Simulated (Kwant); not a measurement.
Device: quantum point contact (saddle potential) in a CdTe two-dimensional gas. Effective mass 0.096 mₑ, grid spacing 8.3 nm, hard walls, nominal width 200 nm (25 grid rows, so walls 215.8 nm apart), one parabolic valley, scattering region 600 nm long along x; energies count from the band bottom; Fermi energy 0.00142 eV. Potential (V0 + ½k y²) cos²(πx/L) for |x| < L/2, with V0 swept from 0.001491 to 0 eV, k = 1.2e-06 eV/nm², L = 410 nm.

The device is made up for the run: typed textbook-type constants, with dimensions and the other settings drawn at random.

Model: effective-mass tight-binding model on a square grid, one spin, coherent transport at 0 K (Kwant). Conductance is in e²/h.

Compare with the saddle-point formula G = Σ 1/(1 + exp(−2π(E − V0 − ħωy(n + ½))/ħωx)), taking ħωy = ħ√(k/m) and ħωx from the curvature along x of V0 plus half of the mode's confinement energy.

ħωy = 0.976 meV; at V0 = 1.21 meV the lowest mode has ħωx = 0.368 meV.

```csv
V0 (meV),formula,simulation
1.40,0.00051,0.00043
1.21,0.0086,0.0085
1.02,0.18,0.19
0.821,0.90,0.91
0.627,1.00,1.00
0.432,1.00,1.00
```

The formula takes a parabolic saddle in the continuum; the run has the full potential on a grid.
